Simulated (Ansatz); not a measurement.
PbS (Cmcm, No. 63, 4 atoms in the cell; start mp-1018115; high-pressure phase)

All values below come from LDA in Ansatz (plane waves, PAW).

Numerical settings: plane-wave cutoff 520 eV, 8×8×8 k mesh, Fermi–Dirac smearing 0.01 eV, scalar-relativistic PAW data made under PBE.

Cell (relaxed at this level):

```yaml
crystal:
  lattice:
    - [2.02933, -5.70108, 0.00000]
    - [2.02933, 5.70108, 0.00000]
    - [0.00000, 0.00000, 4.19276]
  atoms:
    - { symbol: Pb, position: [0.87481, 0.12519, 0.75000] }
    - { symbol: Pb, position: [0.12519, 0.87481, 0.25000] }
    - { symbol: S, position: [0.64053, 0.35947, 0.75000] }
    - { symbol: S, position: [0.35947, 0.64053, 0.25000] }
```

band gap: 0.93 eV (on the SCF k mesh)
Γ–Γ gap: 5.15 eV
bulk modulus B0: 45.5 GPa

Note: the relaxation could not lower the start's symmetry, so the cell can be a saddle point above a distorted one; the bulk modulus is −V dP/dV from two relaxed cells at ±2 % in volume.

Spin–orbit coupling is not included; with these elements it can move the gap by several tenths of an eV or more.

Computed values are for the static lattice.

It cost about 70 core-seconds (a rough figure) of CPU time.

A start named mp-… is a Materials Project structure, which need not be a measured phase.

Ansatz is a program for electronic structure.
